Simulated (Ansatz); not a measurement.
Fluorite NiSi2 was calculated with PBEsol in Ansatz (plane waves, PAW).

Settings: plane-wave cutoff 520 eV, 12×12×12 k mesh, Fermi–Dirac smearing 0.1 eV, perturbation theory, force constants from a 4×4×4 q mesh, no spin polarisation, scalar-relativistic PAW data made under PBE.

Computed at the level's own relaxed cell.

```yaml
crystal:
  lattice:
    - [0.00000, 2.69518, 2.69518]
    - [2.69518, 0.00000, 2.69518]
    - [2.69518, 2.69518, 0.00000]
  atoms:
    - { symbol: Si, position: [0.25000, 0.25000, 0.25000] }
    - { symbol: Si, position: [0.75000, 0.75000, 0.75000] }
    - { symbol: Ni, position: [0.00000, 0.00000, 0.00000] }
```

Harmonic phonon frequencies (cm⁻¹; i marks an imaginary mode):

```json
[
 {"q point": "Γ", "frequencies": "0 0 0 309 309 309 329 329 329"}
]
```

Ansatz is a quantum-chemistry and plane-wave program.
